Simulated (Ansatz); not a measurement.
Data:

```
CELL_PARAMETERS angstrom
      3.79917     0.00000     0.00000
     -1.89958     3.29017     0.00000
      0.00000     0.00000     6.23331
ATOMIC_POSITIONS crystal
  Zn 0.66667 0.33333 0.99974
  Zn 0.33333 0.66667 0.49974
  S  0.66667 0.33333 0.62546
  S  0.33333 0.66667 0.12546
```

No spin polarisation.

All numbers come from PBEsol (Ansatz, a quantum-chemistry and plane-wave program, PAW, no SOC), earlier PAW set. k-mesh 10×10×6 (Γ-centred); smearing 0.05 eV (Fermi–Dirac).

Q: Predict the valence-band top at Γ and width of the top valence band.

A: The valence-band top at Γ (three highest levels, from the VBM) is 0.00, 0.00, -0.09 eV and the width of the top valence band is 2.19 eV.

The levels and masses belong to the bands next to the band gap. Load acts through the strain it causes; cell and atoms are relaxed under it. Stability against distortions was not tested. The cell was made from ZnS in the wurtzite structure (space group P6_3mc, No. 186) by this change: pressure −1 GPa.
